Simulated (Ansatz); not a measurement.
Input:

End structure of W on a Cu site (surface) in a 3x3 cell of the 1x1 (100) surface of fcc Cu:

```
CELL_PARAMETERS angstrom
      7.70039     0.00000     0.00000
      0.00000     7.70039     0.00000
      0.00000     0.00000    24.50000
ATOMIC_POSITIONS crystal
  Cu 0.16667 0.16667 0.39086
  Cu 0.16667 0.50000 0.39086
  Cu 0.16667 0.83333 0.39086
  Cu 0.50000 0.16667 0.39086
  Cu 0.50000 0.50000 0.39086
  Cu 0.50000 0.83333 0.39086
  Cu 0.83333 0.16667 0.39086
  Cu 0.83333 0.50000 0.39086
  Cu 0.83333 0.83333 0.39086
  Cu 0.00000 0.00000 0.46257
  Cu 0.00000 0.33438 0.46278
  Cu 0.00000 0.66562 0.46278
  Cu 0.33438 0.00000 0.46278
  Cu 0.33402 0.33402 0.46280
  Cu 0.33402 0.66599 0.46280
  Cu 0.66562 0.00000 0.46278
  Cu 0.66599 0.33402 0.46280
  Cu 0.66599 0.66599 0.46280
  Cu 0.16768 0.16768 0.53711
  Cu 0.16755 0.50000 0.53780
  Cu 0.16768 0.83232 0.53711
  Cu 0.50000 0.16755 0.53780
  Cu 0.50000 0.50000 0.53906
  Cu 0.50000 0.83245 0.53780
  Cu 0.83232 0.16768 0.53711
  Cu 0.83245 0.50000 0.53780
  Cu 0.83232 0.83232 0.53711
  W  0.00000 0.00000 0.61055
  Cu 0.00000 0.33483 0.61125
  Cu 0.00000 0.66517 0.61125
  Cu 0.33483 0.00000 0.61125
  Cu 0.33179 0.33179 0.61112
  Cu 0.33179 0.66821 0.61112
  Cu 0.66517 0.00000 0.61125
  Cu 0.66821 0.33179 0.61112
  Cu 0.66821 0.66821 0.61112
```

Set-up: 36 atoms, 5.3 Å thick at the start (thin: gaps and levels are the slab's own); mesh 4x4x1; 0.1 eV smearing; dipole correction on; 9 atoms held, the rest relaxed; start symmetry kept, larger cells not searched; no spin, no spin-orbit, no U.

### Question
What is the computed change of the work function (PBE in Ansatz, an electronic-structure program)?

### Answer
0.11 eV

### Question
Estimate the change of the step from the bottom to the top vacuum level, against the clean slab that PBE returns for this input.

### Answer
0.12 eV

### Question
What formation energy against fcc Cu, bcc W does PBE give?

### Answer
3.15 eV

### Question
Predict the work function of the top face from PBE.

### Answer
4.66 eV
